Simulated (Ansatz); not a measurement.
Start from InSb in the zinc blende structure (space group F-43m, No. 216).

```
InSb
1.0
    0.00000     3.22485     3.22485
    3.22485     0.00000     3.22485
    3.22485     3.22485     0.00000
In Sb
1 1
Direct
  0.00000   0.00000   0.00000
  0.25000   0.25000   0.25000
```

Cartesian axes are those of the cell as printed.

The values are results of LDA (Ansatz, a first-principles code; PAW; 420 eV plane waves; no spin-orbit coupling), not measurements.

Strains are applied to the cell and any free atomic positions relax; under biaxial strain the out-of-plane vector relaxes too.

One change was made to it. Results:

```tsv
quantity	base	after
pressure (mean of the normal stresses, compression positive)	0.0 GPa	1.1 GPa
volume per atom	33.54 Å³	32.76 Å³
energy relative to the base (free energy F)	0 meV/atom	+8.6 meV/atom
```

Problem. Name the change that was made.
(A) biaxial strain −3.00 %, plane normal [001], relaxed out of plane
(B) biaxial strain +0.50 %, plane normal [001], relaxed out of plane
(C) biaxial strain −0.50 %, plane normal [001], relaxed out of plane
(D) biaxial strain −2.50 %, plane normal [001], relaxed out of plane

Solution. D, biaxial strain −2.50 %, plane normal [001], relaxed out of plane. For comparison, the energy relative to the base in the other runs: biaxial strain −3.00 %, plane normal [001], relaxed out of plane gives +13 meV/atom; biaxial strain −0.50 %, plane normal [001], relaxed out of plane gives +0.3 meV/atom; biaxial strain +0.50 %, plane normal [001], relaxed out of plane gives +0.3 meV/atom.

Whether these cells are dynamically stable was not tested. The final runs are not spin-polarised.
